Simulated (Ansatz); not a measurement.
**A computed series for Sn: response to strain**

The parent structure is Sn in the diamond structure (space group Fd-3m, No. 227; a = 6.5688 Å). Axes: x, y, z lie along the cube axes.

Strains are applied to the cell and any free atomic positions relax; under biaxial strain the out-of-plane vector relaxes too.

Level of theory: r2SCAN (Ansatz, an electronic-structure program; PAW; 500 eV plane waves; no spin-orbit coupling), earlier PAW set.

Notes on the quantities. energy relative to the base: free energy F; pressure: mean of the normal stresses, compression positive.

```tsv
case	energy relative to the base	space group	pressure	shortest interatomic distance
base	0 meV/atom	Fd-3m (No. 227)	0.0 GPa	2.844 Å
biaxial strain −2.60 %, plane normal [001], relaxed out of plane	+11 meV/atom	I4_1/amd (No. 141)	1.3 GPa	2.819 Å
biaxial strain −1.84 %, plane normal [001], relaxed out of plane	+5.3 meV/atom	I4_1/amd (No. 141)	0.9 GPa	2.826 Å
biaxial strain −0.73 %, plane normal [001], relaxed out of plane	?	I4_1/amd (No. 141)	?	?
biaxial strain −2.05 %, plane normal [110], relaxed out of plane	+8.4 meV/atom	Imma (No. 74)	1.3 GPa	2.809 Å
biaxial strain +0.20 %, plane normal [110], relaxed out of plane	+0.1 meV/atom	Imma (No. 74)	-0.1 GPa	2.846 Å
biaxial strain +1.04 %, plane normal [110], relaxed out of plane	+2.1 meV/atom	Imma (No. 74)	-0.6 GPa	2.853 Å
biaxial strain +4.93 %, plane normal [110], relaxed out of plane	+44 meV/atom	Imma (No. 74)	-2.5 GPa	2.887 Å
isotropic strain −5.14 %	+137 meV/atom	Fd-3m (No. 227)	9.9 GPa	2.698 Å
isotropic strain +1.21 %	+6.0 meV/atom	Fd-3m (No. 227)	-1.4 GPa	2.879 Å
```

Task: Complete the table.

Result: 
- biaxial strain −0.73 %, plane normal [001], relaxed out of plane, energy relative to the base: +0.8 meV/atom
- biaxial strain −0.73 %, plane normal [001], relaxed out of plane, pressure: 0.3 GPa
- biaxial strain −0.73 %, plane normal [001], relaxed out of plane, shortest interatomic distance: 2.837 Å

A biaxial case was relaxed in a doubled cell and then solved in the primitive one. Stability against distortions was not tested.
